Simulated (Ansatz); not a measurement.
The reference is KCl in the rock salt structure (space group Fm-3m, No. 225; a = 6.2427 Å).

Level of theory: PBEsol/PAW in Ansatz (a first-principles code), without spin-orbit coupling.

Before the change:

The pressure comes out as 0.1 kbar.

Perturbation: every lattice vector is shortened by 2.00 %, atoms relaxed at fixed cell.

**Question.** Estimate the effect on the energy relative to the base, pressure and mean gap deformation potential ΔEg/Δln V.

**Answer.** The energy goes up by 6.9 meV/atom; the pressure increases by 13.0 kbar to 13.1 kbar; the mean gap deformation potential ΔEg/Δln V comes out as -3.4 eV.

The cells carry an imposed strain or load. Gaps are Kohn–Sham eigenvalue differences; semilocal functionals usually give less than the measured gap. Stability against distortions was not tested.
